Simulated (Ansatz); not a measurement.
The structure below was relaxed with r2SCAN (Ansatz, a first-principles code), no spin-orbit coupling, earlier PAW set, at pressure 3 GPa.

Space group Fm-3m (No. 225); a = 5.358 Å, b = 5.358 Å, c = 5.358 Å, α = 90.00°, β = 90.00°, γ = 90.00°

```json
[
 {"atom": "Ni", "site": "4a", "symmetry": "m-3m", "x": "0.0000", "y": "0.0000", "z": "0.0000"},
 {"atom": "Si", "site": "8c", "symmetry": "-43m", "x": "0.2500", "y": "0.2500", "z": "0.2500"}
]
```

Problem. Write out a cell with all atoms.

Solution. 
```cif
data_Ni4Si8
_chemical_formula_sum 'Ni4 Si8'
_space_group_name_H-M_alt 'P 1'
_space_group_IT_number 1
_cell_length_a 5.35765
_cell_length_b 5.35765
_cell_length_c 5.35765
_cell_angle_alpha 90.000
_cell_angle_beta 90.000
_cell_angle_gamma 90.000
loop_
_space_group_symop_operation_xyz
  'x, y, z'
loop_
_atom_site_label
_atom_site_type_symbol
_atom_site_fract_x
_atom_site_fract_y
_atom_site_fract_z
_atom_site_occupancy
Ni1 Ni 0.00000 0.00000 0.00000 1
Si1 Si 0.25000 0.75000 0.75000 1
Si2 Si 0.25000 0.25000 0.75000 1
Ni2 Ni 0.00000 0.50000 0.50000 1
Si3 Si 0.25000 0.25000 0.25000 1
Si4 Si 0.25000 0.75000 0.25000 1
Ni3 Ni 0.50000 0.00000 0.50000 1
Si5 Si 0.75000 0.75000 0.25000 1
Si6 Si 0.75000 0.25000 0.25000 1
Ni4 Ni 0.50000 0.50000 0.00000 1
Si7 Si 0.75000 0.25000 0.75000 1
Si8 Si 0.75000 0.75000 0.75000 1
```
This is the conventional cell.

Load acts through the strain it causes; cell and atoms are relaxed under it. No phonon test of stability was made. All final runs are without spin polarisation. The cell was made from NiSi₂ (space group Fm-3m, No. 225; non-magnetic) by this change: pressure 3 GPa.
